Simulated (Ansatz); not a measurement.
The parent structure is BP in the zinc blende structure (space group F-43m, No. 216).

```
CELL_PARAMETERS angstrom
      0.00000     2.26828     2.26828
      2.26828     0.00000     2.26828
      2.26828     2.26828     0.00000
ATOMIC_POSITIONS crystal
  B  0.00000 0.00000 0.00000
  P  0.25000 0.25000 0.25000
```

Cartesian axes are those of the cell as printed.

Level of theory: r2SCAN, PAW, 500 eV (Ansatz, an electronic-structure program; no spin-orbit coupling).

Before the change:

| Property | Result |
|---|---|
| Smallest direct gap | 3.60 eV |
| Volume per atom | 11.67 Å³ |

It is then changed as follows: compressive biaxial strain of 0.50 % in the plane normal to [001], as in epitaxy on a mismatched substrate; the out-of-plane cell vector and the atoms relax.

**Question.** What does the calculation give for the smallest direct gap, volume per atom, energy relative to the base and in-plane stress after the change?

**Answer.** The smallest direct gap shrinks by 0.027 eV to 3.58 eV; the volume per atom falls by 0.09 Å³ to 11.58 Å³; the energy rises by 0.7 meV/atom; the mean in-plane stress (compression positive) is +2.1 GPa.

Stability against distortions was not tested.
